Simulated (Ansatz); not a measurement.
An Ansatz (a quantum-chemistry and plane-wave program) run: Pd with a change (pressure 7 GPa); PBEsol in Ansatz (plane waves to 420 eV, PAW, spin-orbit coupling left out), earlier PAW set.

Input:

Ansatz 0.2 input:
```yaml
crystal:
  lattice:
    - [0, 1.92865384, 1.92865384]
    - [1.92865384, 0, 1.92865384]
    - [1.92865384, 1.92865384, 0]
  atoms:
    - { symbol: Pd, position: [0, 0, 0] }
basis: { ecutwfc: 420, ecutrho_ratio: 4, xc_grid: 2, fft_grid_basis: typed }
kpoints: { mp_grid: { grid: [21, 21, 21] } }
hamiltonian:
  xc: pbesol
  dispersion: none
  pseudopotentials: { azcp: { folder: ./paw }, kind: paw }
scf: { occupations: { method: fermi_dirac, width: 0.05 } }
relax: { f_tol: 0.01, max_steps: 60, cell: { stress_tol: 0.02, p_target: 7.0 } }
output: { forces: true, stress: true }
checkpoint: { write: state.ck, write_every: 1000 }
```

Output (explanatory and most iteration lines left out):

```
Relaxation: its limit of steps is 60 (relax.max_steps)
Pseudopotential: Pd, paw, valence charge 18
Crystal: 1 atoms, lattice volume = 14.348 Å³
Basis set: ecut = 420 eV, 283 PW (Γ), exchange–correlation on 40×40×40 points (8 copies of the dense FFT grid, shifted against one another)
Bands: 13, of which v1, the nominal top of the filled ones, is band 9 counted from 1 (8 counted from 0)
Symmetry: 48 space group operations
Space group: Fm-3m (ITA 225), of the structure as read, at distance tolerance 2.4e-5 Å
k-points: 286 of 9261
Functional: x = pbesol(κ = 0.804, μ = 0.12345679012345678), c = pbesol(β = 0.046)
SCF iter   1: F=—  HF=-6907.816640 eV  |F-HF|=—  |Δ(HF+E_count)|=         —  Δρ=1.69e-1  dr2=4.05e0  ethr=3.10e-3  ⟨swp⟩=5.1  Hψ=18956  notcnv=0
SCF iter   2: F=—  HF=-6906.825892 eV  |F-HF|=—  |Δ(HF+E_count)|=   9.91e-1  Δρ=5.93e-2  dr2=4.41e-1  ethr=3.10e-3  ⟨swp⟩=2.8  Hψ=9501  notcnv=0
SCF 1 converged in 7 iterations: F = -6906.710972 eV  dr2 = 3.64e-12
relax step   1: F+E_penalty+E_count = -6906.71097245 eV  Δ(F+E_penalty+E_count) = +0.000e0 eV  max|allowed force component| = 0.000e0 eV/Å  Δτ_max = 0.0000 Å  P = +3.009 GPa  Ω = 14.348 Å³  (7 SCF iters, dr2 threshold 1.00e-7 eV, accepted)
[... steps on the carried basis left out ...]
relax step   5: F+E_penalty+E_count = -6906.70332109 eV  Δ(F+E_penalty+E_count) = +7.996e-5 eV  max|allowed force component| = 0.000e0 eV/Å  Δτ_max = 0.0000 Å  P = +7.010 GPa  Ω = 14.102 Å³  stress off target by 1.05e-2 GPa  SCF on the basis re-selected at this cell (its energy is not comparable with the rows above)  (6 SCF iters)
SCF converged after 6 iterations
Free energy (F): -6906.703321 eV
Internal energy: -6906.686101 eV  (E = F + TS)
E sigma→0 (E₀):  -6906.694711 eV
Entropy (-TS):   -0.017220 eV (-17.220 meV/atom)
Fermi energy:    20.708420 eV
--- Forces (eV/Å), atoms counted from 1 ---
  atom   1  Pd     0.00000000    -0.00000000     0.00000000
--- Stress (GPa, compression-positive) ---
        7.010454      -0.000000      -0.000000
       -0.000000       7.010454      -0.000000
       -0.000000      -0.000000       7.010454
  P = ⅓ Tr σ = 7.0105 GPa (70.105 kbar)
--- Relaxed structure (4 steps of the walk, 4 accepted, 1 SCFs on fresh bases) ---
  cell:  # Å, volume = 14.1016 Å³
    - [-3.86133661867869e-34, 1.9175465643158778, 1.9175465643158778]
    - [1.9175465643158778, -3.5667604230269127e-34, 1.9175465643158778]
    - [1.9175465643158778, 1.9175465643158778, 2.3804941216184086e-34]
  atoms:
    - { symbol: Pd, position: [0.0, 0.0, 0.0] }
```

Load acts through the strain it causes; cell and atoms are relaxed under it. Stability against distortions was not tested. Competing high-pressure phases were not computed. The final runs are not spin-polarised. The cell was made from Pd in the fcc (Cu type) structure (space group Fm-3m, No. 225) by this change: pressure 7 GPa.
